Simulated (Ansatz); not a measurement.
Ti6O (P-31m), PBEsol, DFPT electron-phonon coupling, linearised Boltzmann equation (Ansatz, an electronic-structure program): phonon-limited resistivity 95.8 μΩ·cm at 300 K along y (a = (5.05, 0.00, 0.00) Å; b = (-2.53, 4.37, 0.00) Å; c = (0.00, 0.00, 4.69) Å), current-weighted mean free path 2.9 nm.

Problem. Estimate the resistivity of a 80 nm square wire with diffuse walls from ρ ≈ ρ₀(1 + 3ℓ/4d).

Solution. 1 + 0.75 × 2.9/80 = 1.03, so ρ ≈ 98.4 μΩ·cm and a line 1 μm long has 154 Ω. The formula is the free-electron limit for d well above ℓ; grain boundaries add to it.

Problem. What is the classical skin depth at 1 GHz (nonmagnetic, μ₀ = 1.257×10⁻⁶ H/m)?

Solution. δ = √(ρ/(π f μ₀)) = 15600 nm.

A metal at this level (no band gap). Only scattering by harmonic phonons is included (no impurities, grain boundaries, electron-electron scattering or thermal expansion). Spin-orbit coupling is left out. Values near or above 100 μΩ·cm, or paths under about 2 nm, lie near resistivity saturation, where the Boltzmann equation overshoots. Halving the electron mesh (20x20x20) moves the resistivity by up to 6 % at 300 K, the mean free path by up to 4 %. Smearing 0.20 eV; phonons on a 3x3x3 q mesh, which this run doesn't test.

Formula and space group known from diffraction (Crystallography Open Database), not checked to be the room-temperature form: Ti6O (P-31m).
